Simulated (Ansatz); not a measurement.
The parent structure is Mg3PbO in the anti-perovskite structure (space group Pm-3m, No. 221; a = 4.3848 Å; a hypothetical phase, not in the database extracts checked). Axes: x, y, z lie along the cube axes.

Modification: uniaxial stress, 1 GPa tension along x; all other stress components relax to zero.

Levels (all Ansatz, an electronic-structure program, PAW): PBEsol (420 eV, no SOC); r2SCAN (500 eV, spin-orbit coupling left out).

The geometry is relaxed with PBEsol.

| Item | Result |
|---|---|
| PBEsol pressure | -0.3 GPa |

Task: What does r2SCAN give at this geometry for the pressure?

Result: The pressure drops by 0.43 GPa to -0.8 GPa.

Single points use the geometry relaxed with PBEsol. Their cutoffs differ, which shifts pressures a little. Load acts through the strain it causes; cell and atoms are relaxed under it. Beyond what the load breaks, stability against distortions was not tested. All final runs are without spin polarisation.
